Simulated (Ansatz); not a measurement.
Start from ZnGeAs₂ in the chalcopyrite structure (space group I-42d, No. 122; a = 5.6549 Å, c = 11.1873 Å). Axes: x, y, z lie along a, b, c of the conventional cell.

All numbers come from plane-wave PAW DFT at the PBEsol level (Ansatz, a first-principles code, 420 eV), no spin-orbit coupling.

Strains are applied to the cell and any free atomic positions relax.

One change was made to it. Results:

The pressure (mean of the normal stresses, compression positive) grows by 1.63 GPa, from 0.01 GPa to 1.64 GPa; the energy grows by 3.8 meV/atom; the band gap grows by 0.11 eV (0.16 eV → 0.27 eV).

Task: Name the change that was made.
A. uniaxial strain ε_xx = −2.25 %
B. uniaxial strain ε_xx = −0.75 %
C. uniaxial strain ε_xx = −3.00 %
D. uniaxial strain ε_xx = −1.50 %

Result: A, uniaxial strain ε_xx = −2.25 %. For comparison, the energy relative to the base in the other runs: uniaxial strain ε_xx = −3.00 % gives +6.8 meV/atom; uniaxial strain ε_xx = −1.50 % gives +1.7 meV/atom; uniaxial strain ε_xx = −0.75 % gives +0.4 meV/atom.

Whether these cells are dynamically stable was not tested. A zero or small gap of ZnGeAs2 can be the functional's error rather than a property of the material.
